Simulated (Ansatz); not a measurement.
We consider MoRh (model structure, started from the CuAu type, P4/mmm, No. 123, 2 atoms in the cell), described by PBEsol in Ansatz (plane waves, PAW).

Settings: plane-wave cutoff 520 eV, 20×20×16 k mesh (along the axes of the cell as run), Fermi–Dirac smearing 0.05 eV, no spin polarisation, scalar-relativistic PAW data made under PBE.

Cell (relaxed at this level):

```xyz
2
Lattice="2.7139 0.0000 0.0000 0.0000 2.7139 0.0000 0.0000 0.0000 3.8708" Properties=species:S:1:pos:R:3 pbc="T T T"
Mo     1.3570     1.3570     1.9354
Rh     0.0000     0.0000     0.0000
```

### Question
Predict the bulk modulus.

### Answer

- bulk modulus = 298 GPa

Note: the run has no spin polarisation, so it can have missed a magnetic state; the bulk modulus is −V dP/dV from two relaxed cells at ±2 % in volume; the relaxation could raise the start's symmetry but not lower it, so the cell can be a saddle point.

Cost on a shared machine: about 2.4 core-minutes (a rough figure).

A model structure was made by putting elements into a prototype or built by hand; it is no filed structure, need not be a known phase, and can be a saddle point held by its symmetry.

Ansatz is an electronic-structure program.
